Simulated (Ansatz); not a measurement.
## La2O3, pressure series

The reference is La$_{2}$O$_{3}$ (space group P-3m1, No. 164).

```
La2O3
1.0
    3.94027     0.00000     0.00000
   -1.97014     3.41238     0.00000
    0.00000     0.00000     6.18799
La O
2 3
Direct
  0.33333   0.66667   0.24739
  0.66667   0.33333   0.75261
  0.00000   0.00000   0.00000
  0.33333   0.66667   0.64528
  0.66667   0.33333   0.35472
```

Cell and atoms are relaxed at each pressure.

The values are results of plane-wave PAW DFT at the PBE level (Ansatz, a program for electronic structure, 420 eV), spin-orbit coupling left out, not measurements.

Candidates:
(a) pressure 15 GPa
(b) pressure 22.5 GPa
(c) pressure 0.9 GPa

For the base:

c/a ratio: 1.570

### Question
Order them by c/a ratio, highest first.

### Answer
(c) pressure 0.9 GPa (1.565), (a) pressure 15 GPa (1.482), (b) pressure 22.5 GPa (1.442)

Load acts through the strain it causes; cell and atoms are relaxed under it. No phonon test of stability was made. No other phases were tried under pressure.
